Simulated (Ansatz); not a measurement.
BAs under load (space group F-43m), Ansatz (a program for electronic structure) with r2SCAN with spin-orbit coupling, rigid bands. Condition of this run: hydrostatic pressure of -3.2 GPa (compression positive) (the target of the relaxation). Band gap 1.32 eV, N_c = 3.51e19 cm⁻³ and N_v = 1.02e19 cm⁻³ at 300 K, conductivity masses of 0.299 mₑ (electrons) and 0.324 mₑ (holes). Take k_BT = 0.02585 eV.

Task: What thermal injection velocity √(2k_BT/πm) limits a ballistic channel?

Result: 9.84e6 cm/s for electrons and 9.45e6 cm/s for holes, a ratio of √(m_h/m_e) = 1.04, for dilute carriers.

Task: A film of it is 3 nm thick. Estimate the confinement energies in an infinite well.

Result: ħ²π²/(2m t²) = 0.376 eV·nm²/(m/mₑ × t²) gives 140 meV for electrons and 129 meV for holes, so the gap would widen to about 1.59 eV. Finite barriers and nonparabolic bands lower this, and with several valleys or bands the heaviest mass along the normal sets the lowest level, not this average.

Task: What built-in voltage has an abrupt junction with N_A = 1e16 and N_D = 1e17 cm⁻³, all dopants ionised?

Result: V_bi = E_g/e − (k_BT/e) ln(N_c N_v/(N_A N_D)) = 1.32 − 0.02585 × 12.79 = 0.99 V, for the computed gap.

Rigid bands with the computed gap; masses take one relaxation time for all states. Geometry: cell and atoms relaxed with PBEsol.
